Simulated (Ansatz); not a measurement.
The reference is KTaO$_{3}$ in the cubic perovskite structure (space group Pm-3m, No. 221; a = 4.023 Å).

Modification: cell and atoms relaxed at a pressure of 60 GPa.

Levels (all Ansatz, a quantum-chemistry and plane-wave program, PAW, earlier PAW set): PBE (420 eV, no SOC); HSE06 (420 eV, no spin-orbit coupling).

The geometry is relaxed with PBE.

```
Quantity        Value
------------  -------
PBE band gap  2.59 eV
```

**Question.** What does HSE06 give at this geometry for the band gap?

**Answer.** The band gap goes up by 1.45 eV to 4.04 eV.

Single points use the geometry relaxed with PBE. HSE06 was sampled on its mesh, a few special points and the semilocal edge points, so its gap is an upper bound. Spin-orbit coupling, missing from the scalar runs, can matter with Ta. Load acts through the strain it causes; cell and atoms are relaxed under it. No phonon test of stability was made. No other phases were tried under pressure.
